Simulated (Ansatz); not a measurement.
Results of LDA (Ansatz, a first-principles code, plane waves, PAW) for TcAgO4 (I4₁/a, No. 88, 12 atoms in the cell; start COD 2013356).

Settings: plane-wave cutoff 520 eV, 10×10×10 k mesh, Fermi–Dirac smearing 0.01 eV, no spin polarisation, scalar-relativistic PAW data made under PBE.

Cell (measured lattice):

```yaml
crystal:
  lattice:
    - [-2.65130, 2.65130, 5.90500]
    - [2.65130, -2.65130, 5.90500]
    - [2.65130, 2.65130, -5.90500]
  atoms:
    - { symbol: Ag, position: [0.50000, 0.50000, 0.00000] }
    - { symbol: Ag, position: [0.25000, 0.75000, 0.50000] }
    - { symbol: Tc, position: [0.00000, 0.00000, 0.00000] }
    - { symbol: Tc, position: [0.75000, 0.25000, 0.50000] }
    - { symbol: O, position: [0.59860, 0.46470, 0.39870] }
    - { symbol: O, position: [0.94990, 0.84860, 0.63390] }
    - { symbol: O, position: [0.06600, 0.19990, 0.60130] }
    - { symbol: O, position: [0.21470, 0.31600, 0.36610] }
    - { symbol: O, position: [0.15140, 0.78530, 0.10130] }
    - { symbol: O, position: [0.80010, 0.40140, 0.86610] }
    - { symbol: O, position: [0.68400, 0.05010, 0.89870] }
    - { symbol: O, position: [0.53530, 0.93400, 0.13390] }
```

Q: Predict the band gap, smallest direct gap on the k points sampled and direct gap at Γ.

A: 
- band gap = 1.52 eV
- smallest direct gap on the k points sampled = 1.70 eV
- direct gap at Γ = 1.94 eV

Note: the file's cell can be that of a phase stable at another temperature; cell and atoms aren't relaxed at this level (largest force component 0.09 eV/Å, pressure -5.5 GPa).

Spin–orbit coupling is not included.

Static lattice: no zero-point or thermal effects.
